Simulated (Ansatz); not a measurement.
Consider LiBH₄ (space group P6_3mc, No. 186; a cell from a computed database, its experimental status unchecked).

```xyz
12
Lattice="4.1855 0.0000 0.0000 -2.0928 3.6248 0.0000 0.0000 0.0000 7.2302" Properties=species:S:1:pos:R:3 pbc="T T T"
Li     0.0000     2.4165     0.7840
Li     2.0928     1.2083     4.3991
B      0.0000     2.4165     3.8795
B      2.0928     1.2083     0.2645
H      0.0000     2.4165     2.6680
H      2.0928     1.2083     6.2831
H      0.0000     1.2735     4.2922
H      3.0826     0.6368     0.6771
H      0.9899     2.9880     4.2922
H      2.0928     2.3513     0.6771
H     -0.9899     2.9880     4.2922
H      1.1029     0.6368     0.6771
```

Cartesian axes are those of the cell as printed.

Calculations: r2SCAN (Ansatz, a quantum-chemistry and plane-wave program), no spin-orbit coupling.

For the base:

| Item | Result |
|---|---|
| Volume per atom | 9.14 Å³ |
| Pressure | 0.0 kbar |

It is then changed as follows: tensile biaxial strain of 2.43 % in the plane normal to [001], as in epitaxy on a mismatched substrate; the out-of-plane cell vector and the atoms relax.

Task: What happens to the volume per atom?

Result: The volume per atom goes up by 0.32 Å³, from 9.14 Å³ to 9.46 Å³.

Task: Predict the new pressure.

Result: The pressure (mean of the normal stresses, compression positive) goes from zero to -8.3 kbar.

No phonon test of stability was made.
